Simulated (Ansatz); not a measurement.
```yaml
crystal:
  lattice:
    - [13.50000, 0.00000, 0.00000]
    - [0.00000, 11.00000, 0.00000]
    - [0.00000, 0.00000, 2.48632]
  atoms:
    - { symbol: Ga, position: [0.40804, 0.50000, 0.00000] }
    - { symbol: Ga, position: [0.59196, 0.50000, 0.50000] }
```

Computed with PBE (plane waves to 420 eV, PAW; Ansatz, a quantum-chemistry and plane-wave program). Mesh 1×1×108. No spin polarisation, so a magnetic state wasn't tested. Periodic along z alone, with about 11 Å of vacuum beside it. A model structure. It keeps the symmetry and period of its start, so it need not be a minimum against all distortions. Pairing along the axis, which can open a gap, is among the distortions not tried.

Say what this body is, and give its properties.

Free triangular strip chain of Ga atoms. A hypothetical model.
```
Item                                                                                                                 Value
--------------------------------------------------------------------  ----------------------------------------------------
PBE gap                                                                                               none (under 0.01 eV)
crossings of the Fermi level between Γ and the zone edge (49 points)  4, each for both spins (ideal conductance 4 × 2e²/h)
work function (PBE)                                                                                                4.28 eV
```
